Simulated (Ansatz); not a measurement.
Related cells compared by their size of the site moment on Co.

Cell A: a stack of composition CoIr2Pt6 built on Pt (fcc, Fm-3m) (111), with 6 atoms on that crystal's sites, 9 atoms, hexagonal cell of 2.81 Å (6.8 Å²), symmetry P3m1, 17.8 Å thick under 16 Å of vacuum, in-plane vectors held at the crystal's, which may strain the added film; planes from bottom to top: Pt × 6 | Co | Ir × 2, its two faces unlike (dipole correction applied); spin state with PBE: net moment 2.0 μB a cell, k-point mesh 19×19×1.
```yaml
crystal:
  lattice:
    - [2.80863, 0.00000, 0.00000]
    - [1.40432, 2.43235, 0.00000]
    - [0.00000, 0.00000, 33.94993]
  atoms:
    - { symbol: Pt, position: [0.00000, 0.00000, 0.23678] }
    - { symbol: Pt, position: [0.33333, 0.33333, 0.30479] }
    - { symbol: Pt, position: [0.66667, 0.66667, 0.37191] }
    - { symbol: Pt, position: [0.00000, 0.00000, 0.43924] }
    - { symbol: Pt, position: [0.33333, 0.33333, 0.50716] }
    - { symbol: Pt, position: [0.66667, 0.66667, 0.57609] }
    - { symbol: Co, position: [0.00000, 0.00000, 0.63683] }
    - { symbol: Ir, position: [0.33333, 0.33333, 0.69622] }
    - { symbol: Ir, position: [0.66667, 0.66667, 0.75996] }
```

Cell B: a stack of composition CoCu2Pt6 built on Pt (fcc, Fm-3m) (111), with 6 atoms on that crystal's sites, 9 atoms, hexagonal cell of 2.81 Å (6.8 Å²), symmetry P3m1, 17.4 Å thick under 16 Å of vacuum, in-plane vectors held at the crystal's, which may strain the added film; planes from bottom to top: Pt × 6 | Co | Cu × 2, its two faces unlike (dipole correction applied); spin state with PBE: net moment 2.2 μB a cell, k-point mesh 19×19×1.
```
CELL_PARAMETERS angstrom
      2.80863     0.00000     0.00000
      1.40432     2.43235     0.00000
      0.00000     0.00000    33.64630
ATOMIC_POSITIONS crystal
  Pt 0.00000 0.00000 0.23908
  Pt 0.33333 0.33333 0.30771
  Pt 0.66667 0.66667 0.37544
  Pt 0.00000 0.00000 0.44340
  Pt 0.33333 0.33333 0.51196
  Pt 0.66667 0.66667 0.58168
  Co 0.00000 0.00000 0.64189
  Cu 0.33333 0.33333 0.69998
  Cu 0.66667 0.66667 0.75669
```

Computed with Ansatz (plane waves, PAW), its default PAW set, cutoff 420 eV. The structures are at rest with PBE, within the held lattices. Neutral cells; Fermi-Dirac smearing of at most 0.10 eV in the solids, energies taken to zero width. The structures are the rest points that the relaxations reached, not proven lowest. Spin-orbit coupling is left out. No search over spin orders was made beyond those shown. No correction for cell size. A dispersion term ran beside these levels; it doesn't touch the electrons. Spin density integrated in a sphere around each atom; mean over the atoms, with the range where they differ.

Values (μB):

| system | PBE |
|---|---|
| A | 1.79 |
| B | 1.90 |

With PBE the value of B exceeds that of A by 0.11 μB.

Ansatz is a first-principles code.
